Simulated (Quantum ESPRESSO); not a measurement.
**Pressure against volume in rock-salt CaS (space group 225) (Quantum ESPRESSO, LDA)**

```xyz
2
Lattice="0.0000 2.7343 2.7343 2.7343 0.0000 2.7343 2.7343 2.7343 0.0000" Properties=species:S:1:pos:R:3 pbc="T T T"
Ca     0.0000     0.0000     0.0000
S      2.7343     2.7343     2.7343
```

Level of theory: LDA (PZ), GBRV 1.5 ultrasoft (LDA) pseudopotentials (plane waves; Quantum ESPRESSO 7.5). Settings: ecutwfc = 52 Ry; ecutrho = 260 Ry; occupations = smearing; smearing = fd; degauss = 0.000734986 Ry; potentials = {Ca: ca_lda_v1.uspp.F.UPF, S: s_lda_v1.4.uspp.F.UPF}; K_POINTS = automatic 10 10 10 0 0 0; conv_thr = 1e-10 Ry; mixing_beta = 0.7. The cell above is the first row's. The rows scale it uniformly. In all rows fractional positions and the k mesh are held.

| V (Å^3/atom) | P (GPa) |
|---|---|
| 20.444 | 3.88 |
| 20.888 | 2.16 |
| 21.333 | 0.61 |
| 21.777 | -0.78 |
| 22.222 | -2.02 |
| 22.666 | -3.15 |
| 23.110 | -4.16 |
| 23.555 | -5.07 |
| 23.999 | ? |

Fit P of the 8 rows that show it with a cubic. With u = V - 22.0, the rows have u = -1.5560, -1.1120, -0.6670, -0.2230, 0.2220, 0.6660, 1.1100, 1.5550. Least squares gives P = -1.421 - 2.8065·u + 0.3401·u² - 0.02908·u³. Residuals (row less fit): 0.001, 0.000, -0.001, -0.002, 0.008, -0.002, -0.003, 0.002; standard error 0.005 (degrees of freedom: 4). The fitted pressure is zero at V0 = 21.52, where dP/dV = -3.151, so B0 = -V0·dP/dV = 67.8 GPa.

Estimate the missing P (V = 23.999); what did the run itself give?

u = 1.9990, so P = -1.421 - 2.8065 × 1.9990 + 0.3401 × 1.9990² - 0.02908 × 1.9990³ = -5.904 GPa. The calculation gives -5.88 GPa, 0.024 GPa above the prediction (0.2 % of the range of P in the table). The row lies outside the fitted rows, so this is an extrapolation. From the scatter of the fitted rows alone, a prediction at this place has a standard error of 0.012 GPa, so the miss is 2.0 times that.

Carrying the step between the two nearest rows on in a straight line would have given -5.98, off by 0.10; series whose last step already gives the withheld value aren't shown. The scan was laid around a cell of about the measured size, scaled by a guess for this functional. The runs keep the symmetry of the cell, so they don't test it for distortions. Cutoffs and mesh are single choices, not tested for convergence of this quantity. Series with a scatter that would blur these digits, or in which a gap closes, are not shown.
